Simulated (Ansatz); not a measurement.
The starting structures come from a database of crystals and need not be the phases stable at ambient conditions.

Given:

```
CELL_PARAMETERS angstrom
      3.14890     0.00000     0.00000
      0.00000     6.69123     0.00000
      1.57445     0.00000     2.72703
ATOMIC_POSITIONS crystal
  Mo 0.00000 0.00000 0.00000
  S  0.33333 0.76575 0.33333
  S  0.33333 0.23425 0.33333
```

The cell was relaxed by PBE-D3(BJ); by r2SCAN it stands under a pressure of 2.2 GPa.

Transport runs along the normal of the first two printed cell vectors, the (100) plane of the conventional cell.

The gap is the functional's own, uncorrected, and κ follows it; spin-orbit coupling is left out. Mid-gap means the computed energy nearest the middle.

Predict the band gap and the smallest decay constant κ at mid-gap from r2SCAN run with Ansatz (a quantum-chemistry and plane-wave program).

Gap 1.35 eV on a 12×6×12 mesh; κ = 0.214 1/Å, at (0.300, 0.500) of the in-plane reciprocal vectors. At the zone centre the slowest state has κ = 0.31 1/Å.
